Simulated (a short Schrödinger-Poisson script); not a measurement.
## MOS inversion layer, SiO2 on p-type InP

System: MOS inversion layer, SiO2 on p-type InP, at 400 K.

```tsv
layer	material	thickness (nm)	Na (cm⁻³)
1	SiO2	1.4	-
2	InP	260	3.4e18
```

Constants are typed, rounded textbook-type inputs, not results; the design itself was drawn at random and stands for no fabricated device. SiO2: permittivity 3.9, conduction-band edge (eV) 3.48, gap (eV) 9, electron mass (mₑ) 0.5. InP: permittivity 12.5, conduction-band edge (eV) 0, gap (eV) 1.344, Nv at 300 K (cm⁻³) 1.1e19.

Channel valleys (confinement mass, in-plane density-of-states mass, number): Γ 0.08, 0.08, 1. At the gate the conduction-band edge of layer 1 lies 3.5 eV − eVg above the Fermi level of the channel; the field vanishes at the back. Gaps are held at their typed values at every temperature. Mesh 0.03 nm at interfaces.

From a short Schrödinger-Poisson script (our own, NumPy): 1D Poisson equation in equilibrium, electrons quantum, Hartree (BenDaniel-Duke, 12 states a valley, the channel's in-plane mass for all, wave functions ending at the dielectric), parabolic valleys, classical holes, full ionisation, no traps, pinning or gate leakage.

```tsv
Vg (V)	electrons (cm⁻²)	C (μF/cm²)	Γ E0 (meV)	Γ E1 (meV)
0.45	2.28e6	0.417	452.6	719.4
0.5	6.60e6	0.411	416.0	687.0
0.55	1.92e7	0.405	379.2	654.2
0.6	5.63e7	0.400	342.2	621.2
0.65	1.66e8	0.395	305.0	587.9
0.7	4.90e8	0.391	267.6	554.3
0.75	1.46e9	0.389	230.0	520.5
0.8	4.33e9	0.392	192.4	486.6
0.85	1.27e10	0.409	155.1	452.8
0.9	3.64e10	0.463	118.6	419.8
0.95	9.56e10	0.582	84.4	388.9
1	2.17e11	0.757	54.3	362.0
1.05	4.11e11	0.931	29.2	339.9
1.1	6.69e11	1.06	8.3	321.8
1.15	9.71e11	1.15	-9.6	306.7
1.2	1.30e12	1.21	-25.6	293.4
```

Gate voltages with under 1e6 electrons/cm² are left out.

Subbands count from the Fermi level.
